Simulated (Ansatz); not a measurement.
The parent structure is HfS2 in the CdI2 type structure (space group P-3m1, No. 164; a = 3.5475 Å, c = 5.5773 Å; layered, stacked along the Cartesian z axis). Axes: x lies along a and z along c of the hexagonal cell.

The change: compressive biaxial strain of 3.51 % in the plane normal to [001], as in epitaxy on a mismatched substrate; the out-of-plane cell vector and the atoms relax.

Levels (all Ansatz, a first-principles code, PAW, earlier PAW set): PBEsol-D3(BJ) (420 eV, scalar-relativistic without spin-orbit coupling); HSE06+SOC (600 eV, with spin-orbit coupling).

The geometry is relaxed with PBEsol-D3(BJ).

PBEsol-D3(BJ) band gap: 0.11 eV
PBEsol-D3(BJ) valence-band top at Γ: 0.00, 0.00, -0.03 eV

With HSE06+SOC at the same geometry, the band gap grows by 0.74 eV, from 0.11 eV to 0.85 eV; the valence-band top at Γ (three highest Kramers pairs, from the VBM) becomes 0.00, -0.02, -0.25 eV (PBEsol-D3(BJ): 0.00, 0.00, -0.03 eV).

Single points use the geometry relaxed with PBEsol-D3(BJ). HSE06 gaps are upper bounds (no full band path). Differences between runs with and without spin-orbit coupling are approximate. With Hf present, leaving out spin-orbit coupling can change the band edges. Whether these cells are dynamically stable was not tested. The zero or small gap of HfS2 under biaxial strain −3.51 %, plane normal [001], relaxed out of plane can change with the level of theory.
